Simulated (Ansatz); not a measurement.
The reference is MgO in the rock salt structure (space group Fm-3m, No. 225; a = 4.254 Å).

The change: every lattice vector is stretched by 3.67 %; the atoms relax in the strained cell.

Levels (all Ansatz, a program for electronic structure, PAW): PBE (420 eV, spin-orbit coupling left out); r2SCAN (500 eV, no SOC); HSE06 (420 eV, no SOC); PBE+SOC (420 eV, noncollinear with spin-orbit coupling).

One geometry, relaxed with PBE, under each level:

Notes on the quantities. hole mass: degenerate bands, along [100].

The valence-band top lists the three highest levels at Γ (Kramers pairs under SOC), from the VBM.

| level | band gap | lowest conduction level above the VBM at special points | valence-band top at Γ | electron mass | hole mass | pressure |
|---|---|---|---|---|---|---|
| PBE | 3.52 eV | Γ 3.52 eV; L 7.08 eV; X 8.58 eV; K 9.38 eV | 0.00, 0.00, 0.00 eV | 0.30 mₑ (at Γ) | 0.35, 2.3, 2.3 mₑ (at Γ) | -129.1 kbar |
| r2SCAN | [?] | [?] | – | [?] | [?] | [?] |
| HSE06 | 5.13 eV | Γ 5.13 eV; L 8.77 eV; X 10.41 eV | – | – | – | – |
| PBE+SOC | 3.51 eV | Γ 3.51 eV; L 7.07 eV; X 8.57 eV; K 9.37 eV | 0.00, 0.00, -0.04 eV | 0.30 mₑ (at Γ) | 0.49, 2.3 mₑ (at Γ) | -129.1 kbar |

Problem. Give the withheld r2SCAN results.

Solution. 
- r2SCAN, band gap: 4.35 eV
- r2SCAN, lowest conduction level above the VBM at special points: Γ 4.35 eV; L 7.94 eV; X 9.65 eV; K 10.32 eV
- r2SCAN, electron mass: 0.32 mₑ (at Γ)
- r2SCAN, hole mass: 0.39, 2.3, 2.3 mₑ (at Γ)
- r2SCAN, pressure: -178.3 kbar

Single points use the geometry relaxed with PBE. Their cutoffs differ, which shifts pressures a little. Differences between runs with and without spin-orbit coupling are approximate. Effective masses come from finite differences of ±0.01 Å⁻¹. No phonon test of stability was made.
